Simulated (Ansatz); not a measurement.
Take Sn in the diamond structure (space group Fd-3m, No. 227; a = 6.474 Å; relaxed with 0.1 eV smearing) as the base.

Calculations: LDA/PAW in Ansatz (an electronic-structure program), no spin-orbit coupling.

Strains are applied to the cell and any free atomic positions relax.

One change was made to it. Results:

The energy increases by 34 meV/atom; the pressure goes from zero to -3.2 GPa.

Task: Which of these changes matches the shifts?
A) isotropic strain +2.00 %
B) isotropic strain −2.50 %
C) isotropic strain +1.50 %
D) isotropic strain +3.00 %
E) isotropic strain −0.50 %

Result: D, isotropic strain +3.00 %. For comparison, the energy relative to the base in the other runs: isotropic strain −0.50 % gives +1.1 meV/atom; isotropic strain −2.50 % gives +29 meV/atom; isotropic strain +2.00 % gives +16 meV/atom; isotropic strain +1.50 % gives +9.1 meV/atom.

Whether these cells are dynamically stable was not tested.
